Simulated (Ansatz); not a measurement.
The parent structure is SrTiO3 in the cubic perovskite structure (space group Pm-3m, No. 221; a = 3.854 Å). Axes: x, y, z lie along the cube axes.

Level of theory: LDA (Ansatz, an electronic-structure program, PAW, without spin-orbit coupling).

Strains are applied to the cell and any free atomic positions relax; under biaxial strain the out-of-plane vector relaxes too.

One change was made to it. Results:

| quantity | base | after |
|---|---|---|
| band gap | 1.85 eV | 1.73 eV |
| electron mass | – | 0.63 mₑ out of plane, 0.48 mₑ in plane (at Γ) |
| smallest direct gap | 2.17 eV | 2.01 eV |
| volume per atom | 11.45 Å³ | 11.68 Å³ |

Which change produced these results?
A. biaxial strain +1.50 %, plane normal [111], relaxed out of plane
B. biaxial strain +1.00 %, plane normal [111], relaxed out of plane
C. biaxial strain +2.00 %, plane normal [111], relaxed out of plane

A, biaxial strain +1.50 %, plane normal [111], relaxed out of plane. For comparison, the band gap in the other runs: biaxial strain +2.00 %, plane normal [111], relaxed out of plane gives 1.69 eV; biaxial strain +1.00 %, plane normal [111], relaxed out of plane gives 1.77 eV.

Effective masses come from finite differences of ±0.01 Å⁻¹. Whether these cells are dynamically stable was not tested. All final runs are without spin polarisation. Many cubic perovskites are stable only at high temperature; tilts and polar distortions were not tested.
